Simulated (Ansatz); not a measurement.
**TiAl: pressure series**

Consider TiAl (space group P4/mmm, No. 123; a = 2.8243 Å, c = 4.0708 Å).

Cell and atoms are relaxed at each pressure.

All numbers come from DFT with PBE, PAW potentials and a 420 eV plane-wave cutoff in Ansatz (a first-principles code), no spin-orbit coupling.

Notes on the quantities. enthalpy: H = E + PV relative to the base's energy.

| change | shortest interatomic distance | enthalpy |
|---|---|---|
| base | 2.824 Å | – |
| pressure −2 GPa | 2.841 Å | -0.20 eV/atom |
| pressure −1 GPa | 2.833 Å | -0.10 eV/atom |
| pressure 0.9 GPa | 2.817 Å | +0.09 eV/atom |
| pressure 2.1 GPa | 2.808 Å | +0.21 eV/atom |
| pressure 4.5 GPa | 2.790 Å | +0.45 eV/atom |
| pressure 9 GPa | 2.760 Å | +0.88 eV/atom |
| pressure 15 GPa | 2.726 Å | +1.44 eV/atom |
| pressure 22.5 GPa | 2.689 Å | +2.10 eV/atom |
| pressure 30 GPa | 2.657 Å | +2.75 eV/atom |

Load acts through the strain it causes; cell and atoms are relaxed under it. Whether these cells are dynamically stable was not tested. No other phases were tried under pressure. The final runs are not spin-polarised.
